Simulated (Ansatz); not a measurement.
An Ansatz (a first-principles code) run: Cu2O with a change (x(F) = 0.75, 12 atoms, F-43m); Ansatz r2SCAN, without spin-orbit coupling.

Input:

Ansatz 0.2 input:
```yaml
crystal:
  lattice:
    - [0, 4.4658812708, 4.4658812708]
    - [4.4658812708, 0, 4.4658812708]
    - [4.4658812708, 4.4658812708, 0]
  atoms:
    - { symbol: Cu, position: [0.6250269812, 0.1249190563, 0.6250269812] }
    - { symbol: Cu, position: [0.1297051873, 0.6108844382, 0.1297051873] }
    - { symbol: Cu, position: [0.6250269812, 0.6250269812, 0.1249190563] }
    - { symbol: Cu, position: [0.1297051873, 0.1297051873, 0.6108844382] }
    - { symbol: Cu, position: [0.1249190563, 0.6250269812, 0.6250269812] }
    - { symbol: Cu, position: [0.6108844382, 0.1297051873, 0.1297051873] }
    - { symbol: Cu, position: [0.6250269812, 0.6250269812, 0.6250269812] }
    - { symbol: Cu, position: [0.1297051873, 0.1297051873, 0.1297051873] }
    - { symbol: F, position: [0, 0, 0] }
    - { symbol: F, position: [0.5, 0.5, 0.5] }
    - { symbol: F, position: [0.75, 0.75, 0.75] }
    - { symbol: O, position: [0.25, 0.25, 0.25] }
basis: { ecutwfc: 500, ecutrho_ratio: 4, xc_grid: 3, fft_grid_basis: typed }
kpoints: { mp_grid: { grid: [9, 9, 9] } }
hamiltonian:
  xc: r2scan
  dispersion: none
  pseudopotentials: { kind: paw }
scf: { occupations: { method: fermi_dirac, width: 0.05 }, convergence: { dr2_threshold: 0.0000000012 } }
output: { forces: true, stress: true }
checkpoint: { write: state.ck, write_every: 1000 }
```

Output (explanatory and most iteration lines left out):

```
Pseudopotential: Cu, paw, valence charge 19
Pseudopotential: F, paw, valence charge 7
Pseudopotential: O, paw, valence charge 6
Crystal: 12 atoms, lattice volume = 178.136 Å³
Basis set: ecut = 500 eV, 4573 PW (Γ), exchange–correlation on 144×144×144 points (27 copies of the dense FFT grid, shifted against one another)
Bands: 102, of which v1, the nominal top of the filled ones, is band 90 counted from 1 (89 counted from 0)
Symmetry: 24 space group operations
Space group: F-43m (ITA 216), of the structure as read, at distance tolerance 5.6e-5 Å
k-points: 35 of 729 (time reversal used)
Functional: x = r2scan, c = r2scan; τ floored in thin density (d = 2e-4 eV/Å³)
SCF iter   1: F=—  HF=-56038.303152 eV  |F-HF|=—  |Δ(HF+E_count)|=         —  Δρ=3.83e-2  dr2=1.67e0  dr2_τ=1.58e-1  ethr=1.77e-3  ⟨swp⟩=5.9  Hψ=13324  notcnv=0  defer=2
SCF iter   2: F=—  HF=-56039.331802 eV  |F-HF|=—  |Δ(HF+E_count)|=    1.03e0  Δρ=8.18e-2  dr2=6.83e0  dr2_τ=3.36e-2  ethr=9.31e-4  ⟨swp⟩=3.0  Hψ=7955  notcnv=0  defer=109  recentre
SCF 1 converged in 12 iterations: F = -56038.015568 eV  dr2 = 7.83e-10
SCF converged after 12 iterations
Free energy (F): -56038.015568 eV
Internal energy: -56037.973558 eV  (E = F + TS)
E sigma→0 (E₀):  -56037.994563 eV
Entropy (-TS):   -0.042010 eV (-3.501 meV/atom)
Fermi energy:    9.839895 eV
--- Forces (eV/Å), atoms counted from 1 ---
  atom   1  Cu     0.00008726    -0.00008726     0.00008726
  atom   2  Cu     0.00077666    -0.00077666     0.00077666
  atom   3  Cu     0.00008726     0.00008726    -0.00008726
  atom   4  Cu     0.00077666     0.00077666    -0.00077666
  atom   5  Cu    -0.00008726     0.00008726     0.00008726
  atom   6  Cu    -0.00077666     0.00077666     0.00077666
  atom   7  Cu    -0.00008726    -0.00008726    -0.00008726
  atom   8  Cu    -0.00077666    -0.00077666    -0.00077666
  atom   9  F     -0.00000000     0.00000000    -0.00000000
  atom  10  F     -0.00000000    -0.00000000     0.00000000
  atom  11  F      0.00000000    -0.00000000    -0.00000000
  atom  12  O      0.00000000    -0.00000000     0.00000000
--- Stress (GPa, compression-positive) ---
        0.019513       0.000000       0.000000
        0.000000       0.019513      -0.000000
        0.000000      -0.000000       0.019513
  P = ⅓ Tr σ = 0.0195 GPa (0.195 kbar)
```

Each cell is one ordered arrangement of few atoms, which overstates ordering effects compared with a random alloy. No phonon test of stability was made. No Hubbard U is applied and the magnetic state is the run's own (Cu8OF3 not spin-polarised); small cells can't hold the antiferromagnetic order that many such compounds have, so gaps and moments can be off. All final runs are without spin polarisation. An odd electron count without spin: Cu8OF3. The cell was made from Cu2O by this change: x(F) = 0.75, 12 atoms, F-43m. Cu8OF3 has a high density of states at the Fermi level and may be magnetic at this level.
